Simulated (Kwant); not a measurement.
Model system: six-terminal Hall bar in a CdTe two-dimensional gas. Effective mass 0.096 mₑ, grid spacing 12 nm, hard walls, nominal width 300 nm (25 grid rows, so walls 312 nm apart), one parabolic valley, scattering region 780 nm long along x; energies count from the band bottom; Fermi energy 0.00064 eV. Four side probes 150 nm wide, two on each edge; current runs along x; the sign of the Hall resistance is a convention. Perpendicular field swept from 0.087762 to 1.7903 T, also in the leads; orbital effect alone.

The device is made up for the run: typed textbook-type constants, with dimensions and the other settings drawn at random.

Model: effective-mass tight-binding model on a square grid, one spin, coherent transport at 0 K (Kwant). Resistances are in h/e².

Q: How many Landau levels lie under the Fermi energy, and what Hall resistance follows, at 0.640 meV and 0.174 T; 0.640 meV and 0.463 T; 0.640 meV and 0.607 T; 0.640 meV and 0.751 T?

A: ħωc = ħeB/m = 1.21 meV a tesla; levels lie at (n + ½)ħωc. E/ħωc = 3.04 gives 3 levels and h/(3e²) = 0.333; simulated 0.334. E/ħωc = 1.15 gives 1 level and h/(1e²) = 1.000; simulated 1.000. E/ħωc = 0.87 gives 1 level and h/(1e²) = 1.000; simulated 1.000. E/ħωc = 0.71 gives 1 level and h/(1e²) = 1.000; simulated 1.000.
